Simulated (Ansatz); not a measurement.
wurtzite GaN (P6_3mc) under biaxial stress in the basal plane

Cell and atoms are relaxed with PBEsol to each stress (compression positive); bands and masses by PBE with spin-orbit coupling, rigid bands (plane waves, PAW; Ansatz, a first-principles code). Strains are changes of length against the unloaded cell.

```yaml
crystal:
  lattice:
    - [3.18259, 0.00000, 0.00000]
    - [-1.59130, 2.75620, 0.00000]
    - [0.00000, 0.00000, 5.18543]
  atoms:
    - { symbol: Ga, position: [0.33333, 0.66667, 0.99919] }
    - { symbol: Ga, position: [0.66667, 0.33333, 0.49919] }
    - { symbol: N, position: [0.33333, 0.66667, 0.37581] }
    - { symbol: N, position: [0.66667, 0.33333, 0.87581] }
```

| stress (GPa) | strain c (%) | strain basal x (%) | gap (eV) | mₑ* c | mₑ* basal x | mₕ* c | mₕ* basal x |
|---|---|---|---|---|---|---|---|
| -16.00 | -2.15 | 4.49 | 1.359 | 0.147 | 0.152 | 0.28 | 1.76 |
| -12.00 | -1.53 | 3.19 | 1.534 | 0.157 | 0.163 | 0.31 | 1.83 |
| -8.00 | -0.97 | 2.02 | 1.694 | 0.163 | 0.172 | 0.38 | 1.89 |
| -4.00 | -0.47 | 0.97 | 1.839 | 0.168 | 0.181 | 0.80 | 1.80 |
| 0 | 0 | 0 | 1.930 | 0.170 | 0.189 | 1.80 | 1.46 |
| 4.00 | 0.44 | -0.90 | 1.966 | 0.171 | 0.197 | 2.0 | 1.22 |
| 8.00 | 0.86 | -1.76 | 1.988 | 0.171 | 0.20 | 2.1 | 1.15 |
| 12.00 | 1.26 | -2.56 | 1.995 | 0.170 | 0.21 | 2.1 | 1.12 |

c is the normal of the loaded plane; basal y strains as basal x. Masses are conductivity masses at 300 K in electron masses.

From the two loads next to zero, find the biaxial modulus and the ratio of out-of-plane to in-plane strain.

Between -4.00 and 4.00 GPa the strain along basal x changes by -1.87 % and that along c by 0.91 %. The modulus is 8.00/0.0187 = 430 GPa and the ratio of the strains 0.49 (PBEsol, atoms relaxed).

Is the response still linear at the largest tension?

The modulus predicts 3.74 % at -16.00 GPa; the table has 4.49 %, so the crystal is softer there.

How fast does the gap move on either side of zero load?

Under tension, (1.839 − 1.930) eV over -4.00 GPa = 23 meV/GPa, or about -9.4 eV per unit strain; under compression, (1.988 − 1.930) eV over 8.00 GPa = 7 meV/GPa, or about -3.3 eV per unit strain. The two slopes part by 16 meV/GPa; gaps are resolved to about 0.01 eV, which allows 4 meV/GPa, so they differ.

Take the carrier density and the relaxation time as fixed, so that ρ ∝ m*. What gauge factor (Δρ/ρ)/ε follows for current along basal x at the loads next to zero?

holes at -4.00 GPa: (1.80/1.46 − 1)/0.0097 ≈ 24; holes at 4.00 GPa: (1.22/1.46 − 1)/-0.0090 ≈ 18. These are means over a finite load; the small-strain gauge factor differs, most where the load has already emptied the upper valleys or bands. Carriers and loads whose mass moves by under 12 % aren't resolved and aren't listed. The change of shape, which adds a term of order 1 to 2, and that of the scattering between valleys or bands are left out.

Masses are those of dilute carriers in rigid bands with one relaxation time, without polarons. Third decimals of gaps are kept for the arithmetic. Every relaxation keeps the wurtzite phase (space group P6_3mc under this load), so a transition, a distortion that breaks the symmetry or fracture can't show.
